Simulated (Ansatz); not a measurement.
**Phonon-limited transport in Re under load (space group P6_3/mmc)**

```yaml
crystal:
  lattice:
    - [2.73881, 0.00000, 0.00000]
    - [-1.36940, 2.37188, 0.00000]
    - [0.00000, 0.00000, 4.45954]
  atoms:
    - { symbol: Re, position: [0.33333, 0.66667, 0.25000] }
    - { symbol: Re, position: [0.66667, 0.33333, 0.75000] }
```

All values below come from PBEsol, DFPT electron-phonon coupling, linearised Boltzmann equation (plane waves, PAW, scalar-relativistic; Ansatz, an electronic-structure program). Condition of this run: biaxial stress xx = yy = 3 GPa (compression positive) (the target of the relaxation). Cell: relaxed with this functional, without spin-orbit coupling, then loaded as said.

| Quantity | Result |
|---|---|
| resistivity at 300 K | 13.2 (x), 13.2 (y), 9.4 (z) μΩ·cm |
| resistivity at 77 K | 1.89 (x), 1.89 (y), 1.38 (z) μΩ·cm |
| electron mean free path at 300 K (weighted by the current that each state carries) | 5.9 nm |
| resistivity times mean free path for one path shared by all states (from the Fermi surface's area) | 6.8 (x), 6.8 (y), 4.4 (z) ×10⁻¹⁶ Ω·m² |
| electron-phonon coupling λ | 0.66 |
| transport coupling λ_tr | 0.60 (x), 0.60 (y), 0.69 (z) |
| logarithmic mean phonon energy | 15.5 meV |
| density of states at the Fermi level | 0.72 states/(eV·spin·cell) |
| Drude plasma energy | 7.2 (x), 7.2 (y), 9.0 (z) eV |

A metal at this level (no band gap). Only scattering by harmonic phonons is included (no impurities, grain boundaries, electron-electron scattering or thermal expansion). Spin-orbit coupling is left out, which matters with elements this heavy. The self-energy correction of the phonons between q points moved λ by about 5 %. Halving the electron mesh (36x36x20) moves the resistivity by up to 3 % at 300 K, the mean free path by up to 4 %, the coupling by up to 2 %. Smearing 0.20 eV; phonons on a 6x6x3 q mesh, which this run doesn't test and which matters most at low temperature.
